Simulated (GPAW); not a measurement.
Band structure of TaN (Fm-3m, 2 atoms in the cell).

```xyz
2
Lattice="0.0000 2.1753 2.1753 2.1753 0.0000 2.1753 2.1753 2.1753 0.0000" Properties=species:S:1:pos:R:3 pbc="T T T"
Ta     2.1753     2.1753     2.1753
N      0.0000     0.0000     0.0000
```

Method of the run: PBE, GPAW PAW datasets PBE (gpaw-data 1.0.1) (plane waves; GPAW).

Settings: mode = pw; ecut = 950 eV; xc = PBE; kpts = 13 13 13; mesh shift (steps) = 0 0 0; occupations.name = methfessel-paxton; occupations.width = 0.2 eV; occupations.order = 0; nbands = -6; convergence.forces = 0.001 eV/Å; symmetry.symmorphic = false; symmetry.tolerance = 0.0005; maxiter = 100; bandpath_npoints = 40.

The starting cell comes from a database of computed structures (which also holds hypothetical and non-ambient phases and stackings), without a prior relaxation at this level. Its lattice was rescaled by a random factor within 2.5 % of one. Spin-orbit coupling is off. Spin polarisation is off.

Levels in eV from the Fermi level, bands 6 to 13:
```json
[
 {"point": "Γ", "6": "-3.96", "7": "-3.96", "8": "-3.96", "9": "-2.21", "10": "-2.21", "11": "-2.21", "12": "0.06", "13": "0.06"},
 {"point": "X", "6": "-6.73", "7": "-5.70", "8": "-4.74", "9": "-4.74", "10": "2.20", "11": "3.69", "12": "3.69", "13": "4.85"},
 {"point": "W", "6": "-7.66", "7": "-6.93", "8": "-6.93", "9": "-0.23", "10": "-0.23", "11": "3.70", "12": "4.31", "13": "4.76"},
 {"point": "K", "6": "-7.88", "7": "-6.93", "8": "-6.35", "9": "-2.34", "10": "2.54", "11": "2.65", "12": "4.84", "13": "5.23"},
 {"point": "L", "6": "-10.63", "7": "-7.81", "8": "-7.81", "9": "1.97", "10": "1.97", "11": "2.07", "12": "3.87", "13": "7.82"},
 {"point": "U", "6": "-7.88", "7": "-6.93", "8": "-6.35", "9": "-2.34", "10": "2.54", "11": "2.65", "12": "4.84", "13": "5.23"}
]
```

Bands cross the Fermi level along this path, so the cell is metallic at this level.
